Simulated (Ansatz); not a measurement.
## PbSe: alloy series

Consider PbSe in the rock salt structure (space group Fm-3m, No. 225; a = 6.2178 Å).

The other end (x = 1) is CSe in the rock salt structure (space group Fm-3m, No. 225; a hypothetical phase, not in the database extracts checked): 12.17 Å³/atom, gap zero; this end may not be an ambient phase.

C replaces a fraction x of Pb; each row is one arrangement (x, atoms in the cell, starting space group or random), fully relaxed.

All numbers come from PBE (Ansatz, an electronic-structure program; PAW; 420 eV plane waves; spin-orbit coupling left out).

Candidates:
(a) x(C) = 0.25, 8 atoms, Pm-3m
(b) x(C) = 0.75, 8 atoms, P4/mmm
(c) x(C) = 0.25, 8 atoms, C2/m

Notes on the quantities. mixing energy: to 0.01 eV only: unlike meshes or grids; against an end that may be hypothetical.

Problem. Order them by mixing energy, lowest first.

Solution. (c) x(C) = 0.25, 8 atoms, C2/m (+0.24 eV/atom), (a) x(C) = 0.25, 8 atoms, Pm-3m (+0.36 eV/atom), (b) x(C) = 0.75, 8 atoms, P4/mmm (+0.46 eV/atom)

Each cell is one ordered arrangement of few atoms, which overstates ordering effects compared with a random alloy. With Pb present, leaving out spin-orbit coupling can change the band edges. Stability against distortions was not tested. The final runs are not spin-polarised. The zero or small gap of Pb3CSe4 can change with the level of theory.
